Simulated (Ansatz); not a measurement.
Ansatz (a quantum-chemistry and plane-wave program), DFT, LDA, plane waves, its default PAW files: KNaLaTaO5, atoms displaced (from the phase in space group 129, mp-861868) (O10Na2K2La2Ta2), 18 atoms. Basis and mesh were picked for this test and aren't claimed converged.

- cell = 5.85, 5.85, 8.36 Å; 90, 90, 90°
- distance to the nearest atom = 1.83 to 2.91 Å
- task = single point
- k mesh = 4×4×4
- hamiltonian.xc = lda
- kind of files = paw
- scf.occupations.method = fermi_dirac
- scf.occupations.width = 0.05 eV
- output.forces = true
- binding of workers (--pin) = off
- k-point pools (--kpoint-pools) = 1
- memory maximum (--max-ram) = 8GiB
- accuracy = medium (default)
- basis.precision = auto (default)
- basis.xc_grid = 1 (default)
- scf.mixing.algorithm = auto (default)
- scf.mixing.preconditioner = auto (default)
- scf.convergence.dr2_threshold = 2.86025e-07 (default)
- scf.lower_state_search = light (default)
- k-points after symmetry = 36
- bands at the start = 90
- electrons = 144
- plane waves at Γ = 5551
- cutoff (eV) = 420
- FFT grid = 40×40×60
- symmetry operations = 1

One run each.

All on 4 threads. Base settings, kept where nothing else is said: scf.eigensolver.kind = auto (default), scf.eigensolver.mixed_precision = false (default), scf.eigensolver.cushion = auto (default), scf.eigensolver.full_accuracy = false (default), scf.algorithm = auto (default) (scf.eigensolver.max_subspace_factor, scf.eigensolver.real_solve not set). The settings tried:
- scf.eigensolver.full_accuracy = true
- scf.eigensolver.kind = davidson
- the base settings
- scf.eigensolver.kind = davidson, scf.eigensolver.cushion = true
- scf.eigensolver.real_solve = false
- scf.algorithm = direct_min
- scf.eigensolver.mixed_precision = true
- scf.eigensolver.kind = davidson, scf.eigensolver.max_subspace_factor = 6
- scf.algorithm = density_mixing
- scf.eigensolver.kind = davidson, scf.eigensolver.mixed_precision = true
- scf.eigensolver.kind = davidson, scf.eigensolver.max_subspace_factor = 2

Problem. Predict which of these converge in the fewest applications of H to a band.

Solution. Fewest applications of H to a band, with those close behind: scf.eigensolver.real_solve = false (66886); the base settings (67006); scf.algorithm = density_mixing (67006). Most among those that reach the base run's result: scf.algorithm = direct_min (223525). All converged. In the base run the program took: scf.mixing.algorithm MSR1, scf.eigensolver.kind band_cg, --slots 4.

| setting | applications of H to a band | SCF iterations | end |
|---|---|---|---|
| scf.eigensolver.real_solve = false | 66886 | 9 | converged |
| the base settings | 67006 | 9 | converged |
| scf.algorithm = density_mixing | 67006 | 9 | converged |
| scf.eigensolver.kind = davidson, scf.eigensolver.mixed_precision = true | 93393 | 9 | converged |
| scf.eigensolver.mixed_precision = true | 93393 | 9 | converged |
| scf.eigensolver.kind = davidson, scf.eigensolver.cushion = true | 94872 | 9 | converged |
| scf.eigensolver.kind = davidson, scf.eigensolver.max_subspace_factor = 6 | 99225 | 10 | converged |
| scf.eigensolver.kind = davidson | 100481 | 10 | converged |
| scf.eigensolver.kind = davidson, scf.eigensolver.max_subspace_factor = 2 | 117084 | 9 | converged |
| scf.eigensolver.full_accuracy = true | 155338 | 9 | converged |
| scf.algorithm = direct_min | 223525 | 9 | converged |

An iteration's cost differs between solvers, so these counts don't give the time.

Keys are those of Ansatz 0.2.
